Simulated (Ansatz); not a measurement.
Short convergence ladders for LuTl3 (P4mm, 4 atoms in the cell)

```xyz
4
Lattice="4.7020 0.0000 0.0000 0.0000 4.7020 0.0000 0.0000 0.0000 4.7020" Properties=species:S:1:pos:R:3 pbc="T T T"
Lu     0.0000     0.0000     0.0500
Tl     0.0000     2.3510     2.3510
Tl     2.3510     0.0000     2.3510
Tl     2.3510     2.3510     0.0000
```

Base method: PBEsol, default PAW files made with PBE (plane waves; Ansatz, a program for electronic structure).

Base settings: basis.ecutwfc = 30.9 Ry; kpoints.mp_grid.grid = 7 7 7; hamiltonian.xc = pbesol; hamiltonian.pseudopotentials = {kind: paw} (the program's default PAW files); scf.occupations.method = fermi_dirac; scf.occupations.width = 0.0073 Ry.

The count of work is k-points × plane waves × bands × iterations; it is no time. Core times come from one kind of shared machine, to one figure; runs under 30 s give none.

**Shifted k-point meshes**

In this ladder: kpoints.mp_grid.shift = 0.5 0.5 0.5.

Only quantities that move along the ladder and can be compared are tabulated.

```tsv
kpoints.mp_grid.grid	free energy less the last step's (meV/atom)	pressure (GPa)	largest difference of a force vector from the last step's (eV/Å)	count of work / last	core time / last (rough)
1 1 1	-737.29	-4.17	0.056	0.0027	–
2 2 2	-111.03	-4.22	0.016	0.0020	–
3 3 3	15.81	-1.89	0.110	0.012	–
5 5 5	27.25	-1.49	0.019	0.033	–
7 7 7	9.41	-1.67	0.003	0.073	–
9 9 9	0.87	-1.71	0.006	0.14	0.1
11 11 11	0.13	-1.74	0.001	0.23	0.2
14 14 14	0.15	-1.74	0.002	0.36	0.4
19 19 19	0.00	-1.73	0.000	1.0	1
```

Coarsest kpoints.mp_grid.grid that holds the forces within 0.01 eV/Å of the last step, with all finer ones: 7 7 7, at 0.073 of the last step's count of work; the step before is off by 0.019 eV/Å.

Coarsest kpoints.mp_grid.grid that holds the pressure within 0.05 GPa of the last step, with all finer ones: 9 9 9, at 0.14 of the last step's count of work and about 0.1 of the last step's time; the step before is off by 0.06 GPa.

Coarsest kpoints.mp_grid.grid that holds the free energy within 1 meV/atom of the last step, with all finer ones: 9 9 9, at 0.14 of the last step's count of work and about 0.1 of the last step's time; the step before is off by 9.4 meV/atom.

Two neighbours can agree and both be off: 1 1 1 and 2 2 2 differ by 0.05 GPa in the pressure, yet lie about 2.5 GPa from the last step.

**The k-point mesh at a smearing width of 0.3 eV**

In this ladder: scf.occupations.width = 0.022 Ry.

Only quantities that move along the ladder and can be compared are tabulated.

```tsv
kpoints.mp_grid.grid	free energy less the last step's (meV/atom)	pressure (GPa)	largest difference of a force vector from the last step's (eV/Å)	count of work / last	core time / last (rough)
3 3 3	4.39	-0.87	0.016	0.015	–
4 4 4	-18.69	-1.43	0.013	0.040	–
5 5 5	-11.71	-1.33	0.008	0.044	–
7 7 7	-1.05	-1.20	0.000	0.099	–
8 8 8	-0.28	-1.17	0.001	0.16	0.2
11 11 11	0.06	-1.15	0.000	0.31	0.3
17 17 17	0.00	-1.16	0.000	1.0	1
```

Coarsest kpoints.mp_grid.grid that holds the free energy within 2 meV/atom of the last step, with all finer ones: 7 7 7, at 0.099 of the last step's count of work; the step before is off by 12 meV/atom.

Coarsest kpoints.mp_grid.grid that holds the forces within 0.01 eV/Å of the last step, with all finer ones: 5 5 5, at 0.044 of the last step's count of work; the step before is off by 0.013 eV/Å.

Coarsest kpoints.mp_grid.grid that holds the pressure within 0.2 GPa of the last step, with all finer ones: 5 5 5, at 0.044 of the last step's count of work; the step before is off by 0.28 GPa.

**The width of Methfessel-Paxton smearing**

In this ladder: kpoints.mp_grid.grid = 12 12 12; scf.occupations.method = methfessel_paxton.

Narrow widths need finer meshes than wide ones, so the last steps can hold mesh noise.

Only quantities that move along the ladder and can be compared are tabulated; pressure and forces are left out, as mesh noise rules them at narrow widths.

| scf.occupations.width | free energy less the last step's (meV/atom) | core time / last (rough) |
|---|---|---|
| 0.0735 Ry | 2.01 | 1 |
| 0.0367 Ry | 0.79 | 1 |
| 0.022 Ry | 0.74 | 1.0 |
| 0.0147 Ry | 0.51 | 1.0 |
| 0.0073 Ry | 0.00 | 1 |

Widest scf.occupations.width that holds the free energy within 1 meV/atom: not settled: the last two steps still differ by 0.51 meV/atom, over half the tolerance, so the ladder does not show it.

On the base run: the starting cell comes from a database of computed structures (which also holds hypothetical and non-ambient phases and stackings), without a prior relaxation at this level. Its lattice was rescaled by up to half a per cent. One atom was moved a little off its site on purpose. Ansatz's pressure includes its estimate of the finite-basis (Pulay) stress.

Left out of this page: 2 runs of the series outside the window shown, repeating another row's setting, or not comparable.

Keys are those of Ansatz 0.2.
